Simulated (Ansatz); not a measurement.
Results of HSE06 (PAW; Ansatz, a quantum-chemistry and plane-wave program) for HgO (P3₁21, No. 152, 6 atoms in the cell; start mp-7826; a measured phase of this formula has another space group).

Numerical settings: plane-wave cutoff 460 eV, 9×9×4 k mesh (along the axes of the cell as run), Fermi–Dirac smearing 0.01 eV, scalar-relativistic PAW data made under PBE.

Cell (relaxed with PBEsol):

HgO has the trigonal space group P3₁21 (No. 152), Pearson symbol hP6. Cell: a = 3.616 Å, b = 3.616 Å, c = 8.739 Å, α = 90.00°, β = 90.00°, γ = 120.00°. Hg on 3b has 2 O at 2.028 Å (linear). O on 3a is surrounded by 2 Hg at 2.028 Å (bent). (Neighbours: up to the widest gap in distance over summed covalent radii, below 1.35, at either atom; cation-cation and far metal-metal contacts left out.)

Q: What does this level give for the band gap and smallest direct gap on the k points sampled?

A: 
- band gap = 2.63 eV
- smallest direct gap on the k points sampled = 2.82 eV

Note: cell and atoms aren't relaxed at this level (pressure 1.4 GPa).

Spin–orbit coupling is not included.

Cost on a shared machine: about 15 core-minutes (a rough figure).

A start named mp-… is a Materials Project structure, which need not be a measured phase.
